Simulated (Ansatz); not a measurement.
**AlN: uniaxial strain ε_zz = −2.50 %**

The reference is AlN in the zinc blende structure (space group F-43m, No. 216; a = 4.3698 Å). Axes: x, y, z lie along the cube axes.

It is then changed as follows: the cell is compressed by 2.50 % along z with no lateral relaxation, atoms relaxed at fixed cell.

All numbers come from r2SCAN (Ansatz, a quantum-chemistry and plane-wave program, PAW, no SOC). Settings: 13×13×13 k-points, 0.05 eV Fermi–Dirac smearing.

The volume per atom falls by 0.26 Å³ to 10.17 Å³ and the space group changes from F-43m (No. 216) to I-4m2 (No. 119). The shortest interatomic distance falls by 0.0156 Å, from 1.892 Å to 1.877 Å and the energy goes up by 6.3 meV/atom. The band gap decreases by 0.12 eV, from 3.94 eV to 3.82 eV and the gap character is indirect, Γ → M. The smallest direct gap increases by 0.165 eV (4.84 eV → 5.01 eV) and the electron mass changes from 0.51 mₑ along k, 0.33 mₑ across (at X) to 0.48 mₑ along k, 0.34 mₑ across (at X). The hole mass amounts to 0.34 mₑ along z, 1.4 mₑ across (at Γ) and the valence-band top at Γ (three highest levels, from the VBM) amounts to 0.00, -0.10, -0.10 eV. The valley order (the lowest conduction-band minima on the path, energy above the VBM, named in the base's zone) changes from X along ⟨100⟩ 3.94 eV; Γ 4.84 eV to X along [001] 3.82 eV; X along [100] 3.94 eV; Γ 5.01 eV and the stress (xx, yy, zz, yz, xz, xy; compression positive) comes out as (4.43, 4.43, 7.77, 0.00, 0.00, 0.00) GPa.

Final structure:

```
AlN
1.0
    0.00000     2.18488     2.13025
    2.18488     0.00000     2.13025
    2.18488     2.18488     0.00000
Al N
1 1
Cartesian
  0.00000   0.00000   0.00000
  1.09244   1.09244   1.06513
```

Masses are band curvatures over ±0.01 Å⁻¹ around the edge. Along k means along the line from Γ to the band edge. Whether these cells are dynamically stable was not tested. This is not the structure that AlN has at room temperature and ambient pressure. Labels are those of the standard path for the cell's own space group.
